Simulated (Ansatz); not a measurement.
OH on the 1x1 (111) surface of fcc Ir, one in a 2x2 cell, energies for each (26.0 Å²). Energies are against H2O(g) − ½ H2(g), without zero-point or thermal terms; each row is named by its start.

Method: PBE (plane waves to 420 eV, PAW; Ansatz, a program for electronic structure).

Slab: 18 atoms, 6.6 Å thick at the start under the adsorbate (thin: gaps and levels are the slab's own); k 6x6x1, smearing 0.1 eV, dipole-corrected; 8 atoms held, the rest relaxed; each run with such symmetry as its start has; spin where the adsorbate may keep a moment, no spin-orbit, no U, no dispersion correction.

A negative adsorption energy means that the adsorbate is more stable on the surface than in its reference. Starts that drift may end in the same place. Heights count from the host atoms within 0.3 Å of the top one.

```json
[
 {"starting site": "top Ir", "E_ads (eV)": "0.63", "height (Å)": "2.07", "nearest host atom (Å)": "Ir 1.98", "bonded to": "Ir", "Δ work function (eV)": "0.05", "lateral drift (Å)": "0.1", "moment (μB)": "0.0"},
 {"starting site": "hollow Ir-Ir-Ir over Ir at depth 2.2 Å", "E_ads (eV)": "0.62", "height (Å)": "1.76", "nearest host atom (Å)": "Ir 2.18", "bonded to": "2 Ir", "Δ work function (eV)": "-0.60", "lateral drift (Å)": "0.8", "moment (μB)": "–"},
 {"starting site": "hollow Ir-Ir-Ir over Ir at depth 4.4 Å", "E_ads (eV)": "0.61", "height (Å)": "1.75", "nearest host atom (Å)": "Ir 2.18", "bonded to": "2 Ir", "Δ work function (eV)": "-0.62", "lateral drift (Å)": "0.7", "moment (μB)": "–"},
 {"starting site": "bridge Ir-Ir (span 2.7 Å)", "E_ads (eV)": "0.62", "height (Å)": "1.75", "nearest host atom (Å)": "Ir 2.18", "bonded to": "2 Ir", "Δ work function (eV)": "-0.59", "lateral drift (Å)": "0.0", "moment (μB)": "–"}
]
```
